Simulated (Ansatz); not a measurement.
**C: tensor shear ε_xy = +1.43 %**

Take C in the diamond structure (space group Fd-3m, No. 227; a = 3.554 Å) as the base. Axes: x, y, z lie along the cube axes.

Modification: tensor shear ε_xy = +1.43 % (engineering shear γ = 0.0286), atoms relaxed at fixed cell.

Level of theory: Ansatz (a first-principles code), PBEsol, PAW, cutoff 420 eV, no spin-orbit coupling. k-mesh 16×16×16 (Γ-centred); smearing 0.05 eV (Fermi–Dirac).

The space group becomes Imma (No. 74) (base: Fd-3m (No. 227)) and the shortest interatomic distance falls by 0.013 Å to 1.526 Å. The energy increases by 8.2 meV/atom and the pressure (mean of the normal stresses, compression positive) goes from zero to 0.39 GPa. The band gap drops by 0.160 eV to 3.88 eV and the gap character comes out as indirect, Γ → Γ–X (75 % along). The smallest direct gap drops by 0.455 eV (5.57 eV → 5.12 eV) and the valence-band top at Γ (three highest levels, from the VBM) changes from 0.00, 0.00, 0.00 eV to 0.00, -0.07, -0.11 eV. The valley order (the lowest conduction-band minima on the path, energy above the VBM, named in the base's zone) becomes a point along [001], about 1.3 Å⁻¹ from Γ 3.88 eV; a point along [100], about 1.3 Å⁻¹ from Γ 3.98 eV; Γ 5.12 eV (base: a point along ⟨100⟩, about 1.3 Å⁻¹ from Γ 4.03 eV) and the stress (xx, yy, zz, yz, xz, xy; compression positive) amounts to (0.55, 0.55, 0.05, 0.00, 0.00, -16.41) GPa.

The cells carry an imposed strain or load. Whether these cells are dynamically stable was not tested. k-point labels follow each cell's own Brillouin zone.
